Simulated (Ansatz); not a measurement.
We consider Al2SiO5 (Pnnm, No. 58), described by r²SCAN+rVV10 in Ansatz (plane waves, PAW).

Numerical settings: plane-wave cutoff 560 eV, 6×4×6 k mesh (along the axes of the cell as run), Fermi–Dirac smearing 0.01 eV, scalar-relativistic PAW data made under PBE.

Cell (relaxed at this level):

Al₂O₅Si is taken in the orthorhombic space group Pnnm (No. 58), Pearson symbol oP32. Cell: a = 7.7660 Å, b = 7.8805 Å, c = 5.5514 Å, α = 90.00°, β = 90.00°, γ = 90.00°. Si on 4g has 4 O at 1.618–1.642 Å (tetrahedral). Al1 on 4e is coordinated by 4 O at 1.827–1.892 Å and 2 O at 2.065 Å (octahedral). Al2 on 4g has 5 O at 1.812–1.893 Å. O1 on 4g has 3 Al at 1.812–1.827 Å. O2 on 4g sees 1 Si at 1.642 Å and 2 Al at 1.892 Å. O3 on 4g has 1 Si at 1.618 Å and 2 Al at 1.834–1.893 Å (trigonal planar). O4 on 8h sees 1 Si at 1.631 Å and 1 Al at 1.813 Å and 1 Al at 2.065 Å (trigonal planar). (Neighbours: up to the widest gap in distance over summed covalent radii, below 1.35, at either atom; cation-cation and far metal-metal contacts left out.)

### Question
Give the computed band gap.

### Answer

band gap: 5.55 eV (direct)

The computed numbers hold no vibrational or temperature effects.

Cost on a shared machine: around 6 core-minutes (rough).

Ansatz is a quantum-chemistry and plane-wave program.
